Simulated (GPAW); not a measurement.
Band structure of Zr (P6_3/mmc, 4 atoms in the cell).

```xyz
4
Lattice="3.2239 0.0000 0.0000 -1.6120 2.7920 0.0000 0.0000 0.0000 10.3730" Properties=species:S:1:pos:R:3 pbc="T T T"
Zr     0.0000     0.0000     0.0000
Zr     0.0000     0.0000     5.1865
Zr     0.0000     1.8613     2.5933
Zr     1.6120     0.9307     7.7798
```

Level of theory: PBE, GPAW PAW datasets PBE (gpaw-data 1.0.1) (plane waves; GPAW 25.7.0).

Settings: mode = pw; ecut = 550 eV; xc = PBE; kpts = 11 11 3; mesh shift (steps) = 0 0 0; occupations.name = methfessel-paxton; occupations.width = 0.1 eV; occupations.order = 0; nbands = -12; symmetry.symmorphic = false; symmetry.tolerance = 0.0005; maxiter = 100; bandpath_npoints = 40.

The starting cell was generated: these elements placed on a structure prototype, without a prior relaxation; it need not be a known phase or ordering of this composition. Its lattice was rescaled by a random factor within 2.5 % of one.

Levels in eV from the Fermi level, bands 21 to 28:
```tsv
point	21	22	23	24	25	26	27	28
Γ	0.03	0.07	0.72	0.72	0.83	0.83	1.03	1.15
M	-1.46	-1.35	-1.12	-0.05	0.10	0.67	1.32	1.69
K	-1.33	-1.30	-1.09	-1.09	-0.02	0.12	0.12	0.30
A	0.43	0.43	0.63	0.63	0.89	0.89	0.89	0.89
L	-1.86	-1.86	-0.06	-0.06	0.86	0.86	1.10	1.10
H	-1.15	-1.15	-1.10	-1.10	0.11	0.11	0.15	0.15
```

Bands cross the Fermi level along this path, so the cell is metallic at this level.
